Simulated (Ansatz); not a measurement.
The reference is PtTe2 (space group P-3m1, No. 164; layered; relaxed with 0.1 eV smearing).

```
PtTe2
1.0
    4.00901     0.00000     0.00000
   -2.00450     3.47190     0.00000
    0.00000     0.00000     4.96000
Te Pt
2 1
Cartesian
  0.00000   2.31460   1.34128
  2.00450   1.15730   3.61872
  0.00000   0.00000   0.00000
```

Cartesian axes are those of the cell as printed.

Computed with PBEsol-D3(BJ) (Ansatz, a program for electronic structure), no spin-orbit coupling.

Before the change:

| Item | Result |
|---|---|
| Band gap | zero |

Perturbation: uniaxial strain ε_xx = +1.00 %, all other strain components held at zero, atoms relaxed at fixed cell.

Problem. What does the calculation give for the stress after the change?

Solution. The stress (xx, yy, zz, yz, xz, xy; compression positive) comes out as (-1.8, -0.6, -0.6, 0.3, 0.0, 0.0) GPa.

Problem. Predict the new band gap.

Solution. The band gap stays zero.

Stability against distortions was not tested. The final runs are not spin-polarised.
